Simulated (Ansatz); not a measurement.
Results of LDA (plane waves, PAW; Ansatz, a program for electronic structure) for SiO2 (model structure, started from the tetragonal ZrO2 type, P4₂/nmc, No. 137, 6 atoms in the cell).

Numerical settings: plane-wave cutoff 520 eV, 10×10×8 k mesh (along the axes of the cell as run), Fermi–Dirac smearing 0.01 eV, scalar-relativistic PAW data made under PBE.

Cell (relaxed at this level):

```
O2Si
1.0
    2.81869     0.00000     0.00000
    0.00000     2.81869     0.00000
    0.00000     0.00000     7.69853
Si O
2 4
Direct
  0.00000   0.00000   0.00000
  0.50000   0.50000   0.50000
  0.00000   0.50000   0.10804
  0.00000   0.50000   0.60804
  0.50000   0.00000   0.39196
  0.50000   0.00000   0.89196
```

Problem. Estimate the band gap and bulk modulus B0 that the calculation returns.

Solution. 
* **band gap**: 5.18 eV (on the SCF k mesh)
* **bulk modulus B0**: 39.2 GPa

Note: the bulk modulus is −V dP/dV from two relaxed cells at ±2 % in volume; the relaxation could raise the start's symmetry but not lower it, so the cell can be a saddle point.

The computed numbers hold no vibrational or temperature effects.

A model structure was made by putting elements into a prototype or built by hand; it is no filed structure, need not be a known phase, and can be a saddle point held by its symmetry.
